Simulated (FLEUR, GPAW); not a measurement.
A GPAW input for a self-consistent single point of CdAg (R-3m, 2 atoms in the cell) (DFT LDA (Perdew-Wang 92), plane waves, GPAW PAW datasets LDA (gpaw-data 1.0.1)):

```python
from ase import Atoms
from ase.units import GPa
from gpaw import GPAW, PW, FermiDirac

atoms = Atoms(['Cd', 'Ag'],
              cell=[[1.475052, 0.851622, 4.670502],
                    [-1.475052, 0.851622, 4.670502],
                    [0.000000, -1.703244, 4.670502]],
              scaled_positions=[[0.500000, 0.500000, 0.500000],
                                [0.000000, 0.000000, 0.000000]],
              pbc=True)

calc = GPAW(mode=PW(550),
            xc='LDA',
            kpts={'size': (10, 10, 10), 'gamma': True},
            occupations=FermiDirac(0.05),
            nbands=-8,
            convergence={'density': 1e-05, 'energy': 1e-05},
            symmetry={'symmorphic': False, 'tolerance': 0.0005},
            maxiter=100)

atoms.calc = calc

energy = atoms.get_potential_energy()
print('Energy (eV):', round(energy, 6))
forces = atoms.get_forces()
print('Forces (eV/Ang):')
print(forces.round(5))
stress = atoms.get_stress()
print('Stress (GPa, Voigt):', (stress / GPa).round(4))
```

Task: Translate this input to FLEUR.

Result: This is the input that was run; spellings and numerical settings could be chosen otherwise.

Input of the input generator:

```
CdAg FLAPW
&input film=f /
2.7874448408 1.6093320292 8.8259696445
-2.7874448408 1.6093320292 8.8259696445
0.0000000000 -3.2186640584 8.8259696445
1.0
1.0 1.0 1.0

2
48 0.5000000000 0.5000000000 0.5000000000
47 0.0000000000 0.0000000000 0.0000000000

&comp jspins=1 /
&exco xctyp='pz' /
&kpt div1=10 div2=10 div3=10 gamma=t /
&end /
```

```xml
<?xml version="1.0" encoding="UTF-8" standalone="no"?>
<fleurInput fleurInputVersion="0.39">
   <comment>
      CdAg FLAPW                                                                                          
   </comment>
   <calculationSetup>
      <cutoffs Kmax="4.0" Gmax="16.0" GmaxXC="16.0" numbands="0"/>
      <scfLoop itmax="80" minDistance="0.00001" maxIterBroyd="40" imix="Anderson" alpha="0.05" precondParam="0.0" spinf="2.0"/>
      <coreElectrons ctail="T" frcor="F" kcrel="0" coretail_lmax="0"/>
      <xcFunctional name="pz" relativisticCorrections="F"/>
      <magnetism jspins="1"/>
      <soc l_soc="F" theta="0.0" phi="0.0" spav="F"/>
      <expertModes spex="0" secvar="F"/>
      <geometryOptimization l_f="T" forcealpha="1.0" forcemix="BFGS" epsdisp="0.00001" epsforce="0.00001"/>
      <ldaU l_linMix="F" mixParam="0.05" spinf="1.0"/>
   </calculationSetup>
   <cell>
      <bzIntegration valenceElectrons="35.0" mode="hist" fermiSmearingEnergy="0.00183747">
         <kPointListSelection listName="default-1"/>
         <!-- k-points included here -->
         <xi:include xmlns:xi="http://www.w3.org/2001/XInclude" href="kpts.xml"> </xi:include>
      </bzIntegration>
      <!-- symmetry operations included here -->
      <xi:include xmlns:xi="http://www.w3.org/2001/XInclude" href="sym.xml"> </xi:include>
      <bulkLattice scale="1.0">
         <bravaisMatrix>
            <row-1>    2.7874448408000001     1.6093320292000000     8.8259696445000007</row-1>
            <row-2>   -2.7874448408000001     1.6093320292000000     8.8259696445000007</row-2>
            <row-3>    0.0000000000000000    -3.2186640583999999     8.8259696445000007</row-3>
         </bravaisMatrix>
      </bulkLattice>
   </cell>
   <atomSpecies>
      <species name="Cadmium (Cd)" element="Cd" atomicNumber="48">
         <mtSphere radius="2.55" gridPoints="879" logIncrement="0.015"/>
         <atomicCutoffs lmax="10" lnonsphr="8"/>
         <electronConfig flipSpins="F">
            <coreConfig>(1s1/2) (2s1/2) (2p1/2) (2p3/2) (3s1/2) (3p1/2) (3p3/2) (4s1/2) (3d3/2) (3d5/2)</coreConfig>
            <valenceConfig>(4p1/2) (4p3/2) (5s1/2) (4d3/2) (4d5/2)</valenceConfig>
         </electronConfig>
         <energyParameters s="5" p="5" d="4" f="4"/>
         <lo type="SCLO" l="1" n="4" eDeriv="0"/>
         <lo type="HELO" l="2" n="5" eDeriv="0"/>
      </species>
      <species name="Silver (Ag)" element="Ag" atomicNumber="47">
         <mtSphere radius="2.55" gridPoints="879" logIncrement="0.015"/>
         <atomicCutoffs lmax="10" lnonsphr="8"/>
         <electronConfig flipSpins="F">
            <coreConfig>(1s1/2) (2s1/2) (2p1/2) (2p3/2) (3s1/2) (3p1/2) (3p3/2) (4s1/2) (3d3/2) (3d5/2)</coreConfig>
            <valenceConfig>(4p1/2) (4p3/2) (5s1/2) (4d3/2) (4d5/2)</valenceConfig>
            <stateOccupation state="(5s1/2)" spinUp="0.5" spinDown="0.5"/>
         </electronConfig>
         <energyParameters s="5" p="5" d="4" f="4"/>
         <lo type="SCLO" l="1" n="4" eDeriv="0"/>
         <lo type="HELO" l="2" n="5" eDeriv="0"/>
      </species>
   </atomSpecies>
   <atomGroups>
      <atomGroup species="Cadmium (Cd)">
         <relPos label="                   1">1.000/2.000 1.000/2.000 1.000/2.000</relPos>
         <force calculate="T" relaxXYZ="TTT"/>
      </atomGroup>
      <atomGroup species="Silver (Ag)">
         <relPos label="                   2">.0000000000 .0000000000 .0000000000</relPos>
         <force calculate="T" relaxXYZ="TTT"/>
      </atomGroup>
   </atomGroups>
   <output dos="F" band="F" slice="F">
      <checks vchk="F" cdinf="F"/>
      <bandDOS minEnergy="-.5*Htr" maxEnergy="0.5*Htr" sigma="0.015" storeEVData="T"/>
      <vacuumDOS vacdos="F" integ="F" star="F" nstars="0" locx1="0.0" locy1="0.0" locx2="0.0" locy2="0.0" nstm="0" tworkf="0.0"/>
      <unfoldingBand unfoldBand="F" supercellX="1" supercellY="1" supercellZ="1"/>
      <plotting iplot="0" polar="F">
         <plot TwoD="T" vec1="  1.0  0.0  0.0" vec2="  0.0  1.0  0.0" vec3="  0.0  0.0  1.0" zero="  0.0  0.0  0.0" file="plot"/>
      </plotting>
      <chargeDensitySlicing numkpt="0" minEigenval="0.0" maxEigenval="0.0" nnne="0" pallst="F"/>
      <specialOutput eonly="F"/>
      <magneticCircularDichroism mcd="F" energyLo="-10.0" energyUp="0.0"/>
   </output>
  <!-- We include the file relax.xml here to enable relaxations (see documentation) -->
  <xi:include xmlns:xi="http://www.w3.org/2001/XInclude" href="relax.xml"> <xi:fallback/> </xi:include>
</fleurInput>
```

Basis settings and potentials, where a program has them, do not carry over. This input uses DFT, LDA (Perdew-Zunger), all-electron FLAPW (FLEUR), scalar-relativistic valence. LDA parametrisations can differ slightly between programs.

The starting cell comes from a database of computed structures (which also holds hypothetical and non-ambient phases and stackings), without a prior relaxation at this level. Its lattice was rescaled by a random factor within 2.5 % of one.
